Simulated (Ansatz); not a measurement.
**MoS2: pressure series**

The parent structure is MoS2 in the 3R-MoS2 type structure (space group R3m, No. 160; a = 3.1754 Å, c = 18.5860 Å (hexagonal axes); layered, stacked along the Cartesian z axis).

Cell and atoms are relaxed at each pressure.

All numbers come from r2SCAN+rVV10 in Ansatz (plane waves to 500 eV, PAW, spin-orbit coupling left out), earlier PAW set.

Notes on the quantities. enthalpy: H = E + PV relative to the base's energy.

```json
[
 {"change": "base", "c/a ratio": "5.853", "lattice parameter a": "317.5 pm", "band gap": "1.02 eV", "enthalpy": "–"},
 {"change": "pressure −1 GPa", "c/a ratio": "6.003", "lattice parameter a": "318.3 pm", "band gap": "1.10 eV", "enthalpy": "-0.11 eV/atom"},
 {"change": "pressure 3 GPa", "c/a ratio": "5.650", "lattice parameter a": "315.4 pm", "band gap": "0.80 eV", "enthalpy": "+0.33 eV/atom"},
 {"change": "pressure 7 GPa", "c/a ratio": "5.523", "lattice parameter a": "312.8 pm", "band gap": "0.61 eV", "enthalpy": "+0.74 eV/atom"},
 {"change": "pressure 15 GPa", "c/a ratio": "5.400", "lattice parameter a": "308.3 pm", "band gap": "0.33 eV", "enthalpy": "+1.53 eV/atom"},
 {"change": "pressure 30 GPa", "c/a ratio": "5.301", "lattice parameter a": "301.4 pm", "band gap": "zero", "enthalpy": "+2.89 eV/atom"},
 {"change": "pressure 50 GPa", "c/a ratio": "5.252", "lattice parameter a": "294.1 pm", "band gap": "zero", "enthalpy": "+4.56 eV/atom"},
 {"change": "pressure 75 GPa", "c/a ratio": "5.258", "lattice parameter a": "286.3 pm", "band gap": "zero", "enthalpy": "+6.49 eV/atom"},
 {"change": "pressure 100 GPa", "c/a ratio": "5.293", "lattice parameter a": "279.8 pm", "band gap": "zero", "enthalpy": "+8.28 eV/atom"}
]
```

The mesh was chosen for an insulator and is coarse for the gapless case. Load acts through the strain it causes; cell and atoms are relaxed under it. Stability against distortions was not tested. Competing high-pressure phases were not computed. All final runs are without spin polarisation. The zero or small gap of MoS2 under pressure 30 GPa and MoS2 under pressure 50 GPa can change with the level of theory.

Ansatz is a program for electronic structure.
